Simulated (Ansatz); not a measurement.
Cell and atoms of amorphous Ni₂₄Al₂₄:

```xyz
48
Lattice="8.5901 0.0000 0.0000 0.0000 8.5901 0.0000 0.0000 0.0000 8.5901" Properties=species:S:1:pos:R:3 pbc="T T T"
Ni     1.5940     3.1223     7.8709
Ni     5.7469     4.8033     5.8429
Ni     3.8925     2.0339     7.7923
Ni     1.6198     7.6035     4.8345
Ni     1.8880     0.8329     0.1291
Ni     5.9085     1.2742     0.6552
Ni     6.4570     0.0394     4.4696
Ni     2.1131     7.0587     0.3557
Ni     8.2305     0.0091     1.1877
Ni     2.4665     1.4828     4.1727
Ni     2.3278     3.6691     5.7394
Ni     7.9952     4.1157     0.2266
Ni     5.5977     6.4451     3.9226
Ni     0.3356     8.0800     7.2908
Ni     6.7420     2.3835     5.0662
Ni     2.2061     6.1688     2.8047
Ni     6.1266     3.0231     7.4320
Ni     6.6280     5.6273     1.8237
Ni     5.0842     1.8338     3.1506
Ni     0.7905     5.3465     4.6870
Ni     0.4309     2.9250     4.2271
Ni     1.0472     2.4726     1.7653
Ni     4.2472     5.9376     1.1337
Ni     4.9229     7.1386     6.3073
Al     8.1889     3.8876     6.3165
Al     6.1616     0.5824     6.8703
Al     0.0755     0.8381     5.2926
Al     6.1029     5.7665     8.0487
Al     1.6684     8.5597     2.4425
Al     3.9934     8.2711     4.1630
Al     5.4554     3.6088     1.0653
Al     7.4440     6.7146     5.8130
Al     2.5834     3.7394     3.3339
Al     7.4718     1.6814     2.7488
Al     2.5789     0.4437     6.4820
Al     3.8636     4.4929     7.4808
Al     2.0981     4.6839     0.9032
Al     8.1546     7.1135     3.2873
Al     8.4705     6.4088     0.4959
Al     4.4131     2.5146     5.4191
Al     3.4734     5.6828     4.9006
Al     5.8490     7.9528     2.0338
Al     1.4697     5.8731     6.9084
Al     4.2160     8.1372     8.4794
Al     3.4297     1.8297     1.5644
Al     8.5632     4.5001     2.5623
Al     5.9180     4.1073     3.5971
Al     8.1931     1.7857     8.2413
```

Method: PBE, scalar-relativistic without spin-orbit coupling (plane waves to 420 eV, PAW; Ansatz, a quantum-chemistry and plane-wave program).

The cell was made by melting and quenching with the CHGNet potential and then relaxed with DFT. The hot cell started wider than the set density and was brought back towards it in steps. It is the lowest in DFT energy of 2 quenches. It is a model cell: composition and starting density were chosen by hand, and all elements were melted together. No dispersion term was used. Its density started from a set value of 5.08 and ended at 5.39 g/cm³. Cooling (nominally 230 K/ps over its main leg) ran many orders faster than in experiment, which tends to leave more defects and strain. Values belong to this one cell and scatter from quench to quench. The volume was free in the relaxation, at fixed shape. Stress components on the final sampling reach 2.4 GPa. On a 2×2×2 Γ-centred mesh force components of up to 0.18 eV/Å stay, since the relaxation ran on one k-point at (1/4, 1/4, 1/4).

Cut-offs for bonds: Ni-Ni 3.02 Å, Ni-Al 2.96 Å, Al-Al 3.00 Å.

Task: Give the coordination numbers, mean bond lengths and angles.

Result: 
```
Item                                                                            Result
-----------------------  -------------------------------------------------------------
Mean coordination of Ni  10.58 (3 with 9, 8 with 10, 10 with 11, 2 with 12, 1 with 13)
Mean coordination of Al    10.42 (1 with 8, 3 with 9, 8 with 10, 9 with 11, 3 with 12)
Mean Ni-Al bond                                  2.531 Å (spread 0.134 Å, 152 counted)
Mean Ni-Ni bond                                   2.580 Å (spread 0.132 Å, 51 counted)
Mean Al-Al bond                                   2.805 Å (spread 0.103 Å, 49 counted)
Bond angle at Ni                                              mean 97.2°, spread 33.9°
Bond angle at Al                                              mean 96.6°, spread 34.6°
```
